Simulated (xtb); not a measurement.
xtb 6.7.1, GFN1-xTB: Cc1ccc2cc(-c3ccc(-c4c(F)c(F)c(C=O)c(F)c4F)o3)ccc2c1, 40 atoms. The geometry is a generated start, not checked to be a minimum at this level.

```json
{
 "run_flags": "--grad",
 "method": "GFN1-xTB",
 "--acc": "1 (default)",
 "--etemp (K)": "300 (default)",
 "basis_functions": "136",
 "valence_electrons": "140"
}
```

One run each on 1 thread. Values of broydamp tried: 0.02, 0.05, 0.1, 0.2, 0.4 (default), 0.6, 0.8, 1.

**Question.** How does the count of SCC iterations change with broydamp, and where is it least?

**Answer.** Fewest SCC iterations, within one of each other: 0.4 (default) with 11, 0.6 with 12. The count rises to 23 at 1. All converge to one solution.

| broydamp | SCC iterations | end |
|---|---|---|
| 0.02 | 21 | same solution |
| 0.05 | 19 | same solution |
| 0.1 | 15 | same solution |
| 0.2 | 13 | same solution |
| 0.4 (default) | 11 | same solution |
| 0.6 | 12 | same solution |
| 0.8 | 13 | same solution |
| 1 | 23 | same solution |
